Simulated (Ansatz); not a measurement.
V_O+N_O+N_O in metastable polar orthorhombic HfO2 (start: the O(1) site; O(1) 2.73 Å away; O(1) 2.73 Å away; 96-site cell, 2×2×2 shifted sampling). The numbers are results of PBE, PAW (plane waves to 420 eV; Ansatz, a quantum-chemistry and plane-wave program), not measurements. Total energies of the localised charge states, counted from that of charge +1, and their image corrections (point charge with alignment); the host's valence-band maximum lies at 14.475 eV on the cells' energy zero and its gap is 4.36 eV.

```csv
charge,moment (μB),E − E(first) (eV),correction (eV)
+1,1.0,0.000,0.022
0,not spin-polarised,15.356,0.000
```

Problem. Derive the transition levels above the valence-band maximum and say which of them are thermodynamic.

Solution. A level is the Fermi energy at which two charges have equal formation energy: ε(q/q′) = [E(q′) + corr(q′) − E(q) − corr(q)] / (q − q′) − E_VBM.
ε(+1/0) = [(15.356 + 0.000) − (0.000 + 0.022)] / 1 − 14.475 = 0.86 eV
Thermodynamic levels at least 0.1 eV inside the gap: (+1/0) at 0.86 eV. They hold to tenths of an eV in this cell. Charges with a result: +1, 0. Others weren't obtained, and one of them could lie lower, also by skipping a charge. The geometries come from one start. Flagged in the runs: a doubtful potential alignment, a host whose relaxation on this sampling wasn't shown to rest.
